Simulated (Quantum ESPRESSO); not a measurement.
A self-consistent single point of a (110) slab of Ag (cut from a parent of space group no. 229; 3 atoms in the cell) with Quantum ESPRESSO.

Computed with LDA (PZ), GBRV 1.5 ultrasoft (LDA) pseudopotentials (plane waves; Quantum ESPRESSO 7.5).

The change in words: vacuum of 6 angstrom (first run: 14 Å); tstress: true → default; tefield: default → true; dipfield: default → true; edir: default → 3; emaxpos: default → 0.97; eopreg: default → 0.05; and 1 further keys. Reference geometry:
```
Ag
1.0
    2.88202     0.00000     0.00000
   -3.84269     2.71719     0.00000
    0.00000     0.00000    18.70630
Ag
3
Direct
  0.00000   0.00000   0.37421
  0.00000   0.50000   0.50000
  0.00000   0.00000   0.62579
```

Reference input (self-consistent single point, DFT, LDA (PZ), plane waves, GBRV 1.5 ultrasoft (LDA) pseudopotentials): ecutwfc = 40 Ry; ecutrho = 320 Ry; occupations = smearing; smearing = fd; degauss = 0.0073499 Ry; mixing_mode = local-TF; potentials = {Ag: ag_lda_v1.4.uspp.F.UPF}; K_POINTS = automatic 9 9 1 0 0 0; conv_thr = 1e-10 Ry; mixing_beta = 0.5. This run's input differs from it in these lines:

```diff
@@ -6,3 +6,4 @@
   tprnfor = .true.,
-  tstress = .true.,
+  tefield = .true.,
+  dipfield = .true.,
 /
@@ -17,2 +18,6 @@
   degauss = 0.0073499,
+  edir = 3,
+  emaxpos = 0.970,
+  eopreg = 0.05,
+  eamp = 0.0,
 /
@@ -28,7 +33,7 @@
   -3.84268913     2.71719081     0.00000000
-   0.00000000     0.00000000    18.70629800
+   0.00000000     0.00000000    10.70628000
 ATOMIC_POSITIONS {crystal}
-Ag    0.00000000    0.00000000    0.37420600
-Ag    1.00000000    0.50000000    0.50000300
-Ag    0.00000000    0.00000000    0.62579400
+Ag    0.00000000    0.00000000    0.28020900
+Ag    0.00000000    0.50000000    0.50000500
+Ag    0.00000000    0.00000000    0.71979100
 K_POINTS {automatic}
```

Output, abridged:

```
     Self-consistent Calculation

     iteration #  1     ecut=    40.00 Ry     beta= 0.50

     negative rho (up, down):  4.574E-03 0.000E+00

     Adding external electric field

     Computed dipole along edir(3) :
        Dipole               -0.0092 Ry au,         -0.0235 Debye
        Dipole field         -0.0002 Ry au,

        Potential amp.        0.0079 Ry
        Total length         19.2203 bohr

     total energy              =    -886.64890485 Ry
     estimated scf accuracy    <       5.07267305 Ry

     iteration #  2     ecut=    40.00 Ry     beta= 0.50

     negative rho (up, down):  2.334E-03 0.000E+00

   [... lines left out ...]
        Dipole                0.0052 Ry au,          0.0132 Debye
        Dipole field          0.0001 Ry au,

        Potential amp.       -0.0044 Ry
        Total length         19.2203 bohr

     total energy              =    -887.01043869 Ry
     estimated scf accuracy    <       0.00000001 Ry

     iteration # 12     ecut=    40.00 Ry     beta= 0.50

     Adding external electric field

     Computed dipole along edir(3) :
        Dipole                0.0052 Ry au,          0.0132 Debye
        Dipole field          0.0001 Ry au,

        Potential amp.       -0.0044 Ry
        Total length         19.2203 bohr
     End of self-consistent calculation

     the Fermi energy is     8.3388 ev

!    total energy              =    -887.01043869 Ry
     estimated scf accuracy    <          5.9E-11 Ry
     smearing contrib. (-TS)   =      -0.00194861 Ry
     internal energy E=F+TS    =    -887.00849009 Ry

     electric field correction =       0.00000060 Ry

     convergence has been achieved in  12 iterations

     Forces acting on atoms (cartesian axes, Ry/au):

     atom    1 type  1   force =    -0.00000000   -0.00000004    0.02413225
     atom    2 type  1   force =     0.00000001    0.00000002   -0.00001766
     atom    3 type  1   force =    -0.00000000    0.00000001   -0.02411459

     Total force =     0.034116     Total SCF correction =     0.000044

   JOB DONE.
```

The run converged in 12 iterations. Against the reference run the free energy drops by 9.5 meV/atom and the largest force goes from 0.658 to 0.620 eV/Å.

The starting cell comes from a database of computed structures (which also holds hypothetical and non-ambient phases and stackings), without a prior relaxation at this level. The slab is cut from that crystal, and its faces are unrelaxed. Its lattice was rescaled by up to half a per cent.

Cost on one core of a shared machine: roughly 70 s.
